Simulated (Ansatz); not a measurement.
```yaml
crystal:
  lattice:
    - [0.00000, 2.51322, 2.59094]
    - [2.51322, 0.00000, 2.59094]
    - [2.51322, 2.51322, 0.00000]
  atoms:
    - { symbol: Mg, position: [0.00000, 0.00000, 0.00000] }
    - { symbol: S, position: [0.50000, 0.50000, 0.50000] }
```

Level of theory: PBEsol, rigid bands (plane waves, PAW, scalar-relativistic; Ansatz, a first-principles code). Condition of this run: biaxial strain xx = yy = -3 %, z clamped. Cell: cell and atoms relaxed with PBEsol, then loaded as said.

Task: What conductivity effective mass do dilute holes have at 300 K?

Result: 1.02 (x), 1.02 (y), 0.70 (z) mₑ.

Task: What conductivity effective mass do dilute electrons have at 300 K?

Result: 0.39 (x), 0.39 (y), 0.31 (z) mₑ.

Task: And the band gap?

Result: 2.71 eV at this level; semilocal functionals usually fall short of the measured gap.

Rigid bands, one relaxation time for all states, no polarons. Spin-orbit coupling is left out; where it splits the top of the valence band it changes the hole mass and lowers the gap by about a third of the splitting.
